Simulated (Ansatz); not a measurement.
A set of cells, compared by their band gap.

Cell A: Si (diamond, Fd-3m), 2 atoms in the cell, k-point mesh 12×12×12 on the run's own vectors.
```yaml
crystal:
  lattice:
    - [0.00000, 2.73487, 2.73487]
    - [2.73487, 0.00000, 2.73487]
    - [2.73487, 2.73487, 0.00000]
  atoms:
    - { symbol: Si, position: [0.00000, 0.00000, 0.00000] }
    - { symbol: Si, position: [0.25000, 0.25000, 0.25000] }
```

Cell B: Si (Fd-3m), 34 atoms in the cell; this is a cell from a database of computed structures that this text hasn't matched to a measured one, k-point mesh 4×4×4 on the run's own vectors.
```
Si
1.0
    0.00000     7.36945     7.36945
    7.36945     0.00000     7.36945
    7.36945     7.36945     0.00000
Si
34
Direct
  0.50000   0.50000   0.50000
  0.75000   0.75000   0.75000
  0.84206   0.47382   0.84206
  0.77618   0.40794   0.40794
  0.84206   0.84206   0.47382
  0.40794   0.40794   0.40794
  0.84206   0.84206   0.84206
  0.40794   0.40794   0.77618
  0.47382   0.84206   0.84206
  0.40794   0.77618   0.40794
  0.99548   0.38955   0.99548
  0.86045   0.63052   0.25452
  0.61948   0.99548   0.38955
  0.25452   0.25452   0.63052
  0.99548   0.61948   0.99548
  0.25452   0.25452   0.86045
  0.38955   0.99548   0.61948
  0.63052   0.86045   0.25452
  0.99548   0.99548   0.38955
  0.25452   0.86045   0.63052
  0.38955   0.61948   0.99548
  0.63052   0.25452   0.25452
  0.99548   0.99548   0.61948
  0.86045   0.25452   0.25452
  0.61948   0.38955   0.99548
  0.25452   0.63052   0.86045
  0.38955   0.99548   0.99548
  0.63052   0.25452   0.86045
  0.99548   0.38955   0.61948
  0.25452   0.63052   0.25452
  0.61948   0.99548   0.99548
  0.25452   0.86045   0.25452
  0.99548   0.61948   0.38955
  0.86045   0.25452   0.63052
```

Computed with Ansatz (plane waves, PAW), its default PAW set, cutoff 420 eV, 500 eV for r2SCAN. The structures are at rest with PBE; other levels are single points on them. HSE06 runs on coarser k-point meshes, which give the PBE gaps of the finer ones within 0.03 eV. Neutral cells; Fermi-Dirac smearing of at most 0.05 eV in the solids, energies taken to zero width. The lattices are those relaxed with PBE, so at other levels the solids can be strained, which adds to the spread. Larger cells are relaxed from a start prepared with the learned potential CHGNet, on a coarser mesh till forces fall under 0.03 eV/Å, which some starts already meet. The structures are the rest points that the relaxations reached, not proven lowest. A dispersion term ran beside these levels; it doesn't touch the electrons. Gaps are highest filled to lowest empty Kohn-Sham level on the run's k-point mesh, states of defects and surfaces included; edges off the mesh make the true gap smaller, and under 0.08 eV counts as none.

Q: What does r2SCAN give for the band gap of each cell (eV)?

A: 
```json
[
 {"system": "A", "r2SCAN": "0.79 (indirect)"},
 {"system": "B", "r2SCAN": "1.52"}
]
```

With r2SCAN the value of B exceeds that of A by 0.73 eV.

Q: And at the other levels?

A: 
| cell | PBE | HSE06 |
|---|---|---|
| A | 0.61 (indirect) | 1.17 |
| B | 1.37 | 2.02 |

With PBE the value of B exceeds that of A by 0.76 eV. With HSE06 the value of B exceeds that of A by 0.85 eV.

Ansatz is a program for electronic structure.
